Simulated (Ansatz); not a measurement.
Levels about the gap of amorphous Ti20O41Ca (62 atoms in a cell of 765 Å³, 3.59 g/cm³; zone centre alone, so wide bands show as single levels with stretches between that a denser mesh fills), at the geometry that PBE relaxed, where it gives 1.8 GPa on a denser mesh. Exact exchange is cut at the faces of this small cell, which leaves a finite-size error. The participation number counts the atoms over which a state spreads; weights are charges in smoothed Voronoi cells. The levels come from a single point, so bond lengths are those of that geometry. Method of the levels: HSE06, scalar-relativistic without spin-orbit coupling (Ansatz, a program for electronic structure). Sampling: the zone centre alone; Fermi-Dirac width 0.02 eV; no spin polarisation.

The cell was made by melting and quenching with the CHGNet potential and then relaxed with DFT. O atoms were pushed apart under 1.9 Å during the dynamics, to hinder bonds among them. The hot cell started wider than the set density and was brought back towards it in steps. It is the lowest in DFT energy of 2 quenches. It is a model cell: composition and starting density were chosen by hand, and all elements were melted together. No dispersion term was used. Its density started from a set value of 3.59 and ended at 3.59 g/cm³. The quench (nominally 360 K/ps over its main leg) was far faster than any real one, so the model tends to hold more defects than a real film. A cell of this size samples the disorder only roughly. The volume was held where the preparation left it and the shape relaxed, at a PBE pressure of 1.8 GPa. Stress components on the final sampling reach 1.9 GPa. On a 2×2×2 Γ-centred mesh force components of up to 0.23 eV/Å stay, since the relaxation ran on the zone centre alone.

| E - E(highest filled), eV | filling | participation number | largest on | weight O | weight Ti | weight Ca |
|---|---|---|---|---|---|---|
| -0.33 | filled | 20.1 | O, 2 neighbours | 0.93 | 0.07 | 0.00 |
| -0.31 | filled | 18.4 | O, 3 neighbours | 0.93 | 0.07 | 0.00 |
| -0.25 | filled | 16.1 | O, 3 neighbours | 0.93 | 0.07 | 0.00 |
| -0.19 | filled | 16.3 | O, 2 neighbours | 0.93 | 0.06 | 0.00 |
| -0.13 | filled | 17.6 | O, 3 neighbours | 0.95 | 0.05 | 0.00 |
| -0.02 | filled | 16.3 | O, 3 neighbours | 0.94 | 0.06 | 0.00 |
| 0.00 | filled | 14.3 | O, 2 neighbours | 0.94 | 0.06 | 0.00 |
| 4.29 | empty | 19.3 | Ti, 6 neighbours | 0.19 | 0.81 | 0.00 |
| 4.39 | empty | 15.5 | Ti, 6 neighbours | 0.20 | 0.80 | 0.00 |
| 4.42 | empty | 15.6 | Ti, 6 neighbours | 0.20 | 0.80 | 0.00 |
| 4.44 | empty | 9.9 | Ti, 6 neighbours | 0.18 | 0.82 | 0.00 |
| 4.49 | empty | 14.5 | Ti, 6 neighbours | 0.21 | 0.79 | 0.00 |
| 4.56 | empty | 17.2 | Ti, 6 neighbours | 0.18 | 0.82 | 0.00 |
| 4.61 | empty | 20.5 | Ti, 5 neighbours | 0.19 | 0.81 | 0.00 |

Most localised among these is the empty level at +4.44 eV, on a Ti atom, which has 6 neighbours (O 1.88 Å, O 1.90 Å, O 1.94 Å, O 2.02 Å, O 2.03 Å, O 2.12 Å).
